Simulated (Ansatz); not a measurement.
The parent structure is Cu in the fcc (Cu type) structure (space group Fm-3m, No. 225; a = 3.5638 Å; relaxed with 0.1 eV smearing). Axes: x, y, z lie along the cube axes.

Method: PBEsol, PAW, 420 eV (Ansatz, an electronic-structure program; no spin-orbit coupling).

For the base:

The pressure comes out as 0.0 GPa and the shortest interatomic distance is 2.520 Å.

Modification: biaxial strain +3.00 %, plane normal [001], relaxed out of plane (Cartesian); in-plane vectors clamped, the third vector and the atoms free.

### Question
What happens to the energy relative to the base?

### Answer
The energy increases by 7.5 meV/atom.

### Question
What does the calculation give for the pressure after the change?

### Answer
The pressure (mean of the normal stresses, compression positive) goes from zero to -2.1 GPa.

### Question
Predict the new shortest interatomic distance.

### Answer
The shortest interatomic distance drops by 0.016 Å, from 2.520 Å to 2.504 Å.

### Question
How does this affect the ratio −ε⊥/ε∥?

### Answer
The ratio −ε⊥/ε∥ is 1.48.

Whether these cells are dynamically stable was not tested. The final runs are not spin-polarised.
